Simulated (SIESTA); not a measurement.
**Input and output of a self-consistent single point for PbO2 (P4_2/mnm, 6 atoms in the cell) (SIESTA)**

Computed with GGA PBE, numerical atomic orbitals TZP, PseudoDojo PBE standard norm-conserving potentials (rewritten from UPF to PSML) (SIESTA).

Input as run:

```
# files in the folder: Pb.psml O.psml (PseudoDojo PBE standard)
SystemName  PbO2
SystemLabel PbO2

NumberOfAtoms                6
NumberOfSpecies              2
%block ChemicalSpeciesLabel
  1 82 Pb
  2 8 O
%endblock ChemicalSpeciesLabel
LatticeConstant              4.960000 Ang
%block LatticeVectors
     1.000000000    0.000000000    0.000000000
     0.000000000    1.000000000    0.000000000
     0.000000000    0.000000000    0.683467742
%endblock LatticeVectors
AtomicCoordinatesFormat      Ang
%block AtomicCoordinatesAndAtomicSpecies
     0.000000000    0.000000000    0.000000000  1
     2.480000000    2.480000000    1.695000000  1
     1.522720000    1.522720000    0.000000000  2
     4.002720000    0.957280000    1.695000000  2
     0.957280000    4.002720000    1.695000000  2
     3.437280000    3.437280000    0.000000000  2
%endblock AtomicCoordinatesAndAtomicSpecies

XC.functional                GGA
XC.authors                   PBE
PAO.BasisSize                TZP
PAO.EnergyShift              0.01 Ry
MeshCutoff                   400 Ry
%block kgrid.MonkhorstPack
    5   0   0  0.0
    0   5   0  0.0
    0   0   7  0.0
%endblock kgrid.MonkhorstPack
OccupationFunction           MP
OccupationMPOrder            0
ElectronicTemperature        0.1 eV

MaxSCFIterations             150
SCF.Mixer.Method             Broyden
SCF.Mixer.Weight             0.25
SCF.Mixer.History            6
SCF.DM.Tolerance             1.0E-04
Diag.ParallelOverK           true
WriteForces                  true
Charge.Mulliken              end
```

Output, abridged:

```
reinit: Reading from file input.fdf

reinit: System Name: PbO2
reinit: System Label: PbO2

coor:   Atomic-coordinates input format  =     Cartesian coordinates
coor:                                          (in Angstroms)

siesta: Atomic coordinates (Bohr) and species
siesta:      0.00000   0.00000   0.00000  1        1
siesta:      4.68652   4.68652   3.20309  1        2
siesta:      2.87752   2.87752   0.00000  2        3
siesta:      7.56404   1.80900   3.20309  2        4
siesta:      1.80900   7.56404   3.20309  2        5
siesta:      6.49552   6.49552   0.00000  2        6

siesta: System type = bulk

initatomlists: Number of atoms, orbitals, and projectors:      6   112   104

siesta: ******************** Simulation parameters ****************************
redata: Spin configuration                          = none
redata: Time-Reversal Symmetry                      = T
redata: Number of Atomic Species                    =        2
redata: Mesh Cutoff                                 =   400.0000 Ry
redata: Net charge of the system                    =     0.0000 |e|
redata: Min. number of SCF Iter                     =        0
redata: Max. number of SCF Iter                     =      150
redata: SCF convergence failure will abort job
redata: SCF mix quantity                            = Hamiltonian
redata: Mix DM or H after convergence               =   F
redata: Recompute H after scf cycle                 =   F
redata: Mix DM in first SCF step                    =   T
redata: No kicks to SCF
redata: DM Mixing Weight for Kicks                  =     0.5000
redata: Require Harris convergence for SCF          =   F
redata: Harris energy tolerance for SCF             =     0.000100 eV
redata: Require DM convergence for SCF              =   T
redata: DM tolerance for SCF                        =     0.000100
redata: Require EDM convergence for SCF             =   F
   [... lines left out ...]
diag: Used triangular part                          = Lower
diag: Absolute tolerance                            =  0.100E-15
diag: Orthogonalization factor                      =  0.100E-05
diag: Memory factor                                 =  1.0000

superc: Internal auxiliary supercell:     5 x     5 x     5  =     125
superc: Number of atoms, orbitals, and projectors:    750  14000  13000

                        Single-point calculation

superc: Internal auxiliary supercell:     5 x     5 x     5  =     125
superc: Number of atoms, orbitals, and projectors:    750  14000  13000

outcell: Unit cell vectors (Ang):
        4.960000    0.000000    0.000000
        0.000000    4.960000    0.000000
        0.000000    0.000000    3.390000

outcell: Cell vector modules (Ang)   :    4.960000    4.960000    3.390000
outcell: Cell angles (23,13,12) (deg):     90.0000     90.0000     90.0000
outcell: Cell volume (Ang**3)        :     83.3994
new_DM -- step:     1
Initializing Density Matrix...

Attempting to read DM from file... Failed...
DM filled with atomic data:

InitMesh: MESH = 60 x 60 x 48 = 172800
InitMesh: Mesh cutoff (required, used) =   400.000   404.428 Ry

stepf: Methfessel-Paxton step function
       Using Hermite-Gauss polynomials of order  0
        iscf     Eharris(eV)        E_KS(eV)     FreeEng(eV)     dDmax    Ef(eV) dHmax(eV)
   scf:    1    -5574.801164    -5589.922500    -5589.922504  1.658875 -7.337726  6.570741
   scf:    2    -5599.162422    -5595.550643    -5595.552264  0.124009 -6.499247  2.936183
   scf:    3    -5596.447922    -5596.144742    -5596.145882  0.062470 -6.143220  1.174225
   scf:    4    -5596.252988    -5596.206807    -5596.207828  0.031655 -6.134136  0.042986
   scf:    5    -5596.207244    -5596.207096    -5596.208144  0.001492 -6.111400  0.031618
   scf:    6    -5596.207351    -5596.207239    -5596.208313  0.001826 -6.097178  0.005524
   scf:    7    -5596.207239    -5596.207239    -5596.208316  0.000215 -6.095128  0.002691
   scf:    8    -5596.207239    -5596.207239    -5596.208317  0.000120 -6.094402  0.001196
   scf:    9    -5596.207239    -5596.207239    -5596.208317  0.000045 -6.094125  0.000608
SCF Convergence by DM+H criterion
max |DM_out - DM_in|         :     0.0000446464
max |H_out - H_in|      (eV) :     0.0006080061
SCF cycle converged after 9 iterations

Using DM_out to compute the final energy and forces

siesta: E_KS(eV) =            -5596.2072

siesta: E_KS - E_eggbox =     -5596.2072

siesta: Atomic forces (eV/Ang):
     1    0.000000   -0.000000    0.000000
     2    0.000000    0.000000    0.000000
     3    0.033892    0.033892   -0.000000
     4    0.033892   -0.033892   -0.000000
     5   -0.033892    0.033892   -0.000000
     6   -0.033892   -0.033892   -0.000000
   Tot    0.000000    0.000000   -0.000000
   Max    0.033892
   Res    0.022594    sqrt( Sum f_i^2 / 3N )
   Max    0.033892    constrained

Stress tensor Voigt[x,y,z,yz,xz,xy] (kbar):     -102.93     -102.93     -132.32        0.00        0.00        0.00
(Free)E + p*V (eV/cell)    -5590.3404
Target enthalpy (eV/cell)    -5596.2083

siesta: Program's energy decomposition (eV):
siesta: Ebs     =      -834.993797
siesta: Eions   =      7071.422916
siesta: Ena     =       710.307110
siesta: Ekin    =      3111.525934
siesta: Enl     =      -852.824403
siesta: Eso     =         0.000000
siesta: Edftu   =         0.000000
siesta: DEna    =        21.858652
siesta: DUscf   =         3.082052
siesta: DUext   =         0.000000
siesta: Ex      =     -1421.431132
siesta: Ec      =       -97.302535
siesta: Exc     =     -1518.733667
siesta: Eharris =     -5596.207239
siesta: Etot    =     -5596.207239
siesta: FreeEng =     -5596.208317

siesta: Stress tensor (static) (eV/Ang**3):
siesta:    -0.064246    0.000000    0.000000
siesta:     0.000000   -0.064246    0.000000
siesta:     0.000000    0.000000   -0.082585

siesta: Cell volume =         83.399424 Ang**3

siesta: Pressure (static):
siesta:                Solid            Molecule  Units
siesta:           0.00076631          0.00076297  Ry/Bohr**3
siesta:           0.07035936          0.07005299  eV/Ang**3
siesta:         112.72812731        112.23725780  kBar

mulliken: Atomic and Orbital Populations:

Species: Pb
Atom  Qatom  Qorb
   [... lines left out ...]
              0.059   0.076   0.427   0.076   1.976   1.984   1.973   1.984

              1.999   0.123   0.171   0.133   0.171   0.175

Species: O
Atom  Qatom  Qorb
               2s      2s      2s      2py     2pz     2px     2py     2pz
               2px     2py     2pz     2px     3Pdxy   3Pdyz   3Pdz2   3Pdxz
               3Pdx2-y2
   3  6.302   1.410  -0.199   0.506   1.343   1.155   1.343  -0.342  -0.318
             -0.342   0.564   0.593   0.564   0.005   0.006   0.005   0.006

              0.004
   4  6.302   1.410  -0.199   0.506   1.343   1.155   1.343  -0.342  -0.318
             -0.342   0.564   0.593   0.564   0.005   0.006   0.005   0.006

              0.004
   5  6.302   1.410  -0.199   0.506   1.343   1.155   1.343  -0.342  -0.318
             -0.342   0.564   0.593   0.564   0.005   0.006   0.005   0.006

              0.004
   6  6.302   1.410  -0.199   0.506   1.343   1.155   1.343  -0.342  -0.318
             -0.342   0.564   0.593   0.564   0.005   0.006   0.005   0.006

              0.004

mulliken: Qtot =       52.000

Mulliken Atomic Populations:
Atom #   charge [q] valence [e]  Species
     1     0.604804   13.395196  Pb
     2     0.604804   13.395196  Pb
     3    -0.302402    6.302402  O
     4    -0.302402    6.302402  O
     5    -0.302402    6.302402  O
     6    -0.302402    6.302402  O
 Total     0.000000
```

The run converged in 9 iterations.

The starting cell has typed, rounded lattice constants, without a prior relaxation at this level. Values carry the incompleteness of an atom-centred basis. With a pressure of about 11 GPa the cell is away from its equilibrium volume at this level.

Cost on one core of a shared machine: roughly 50 s.
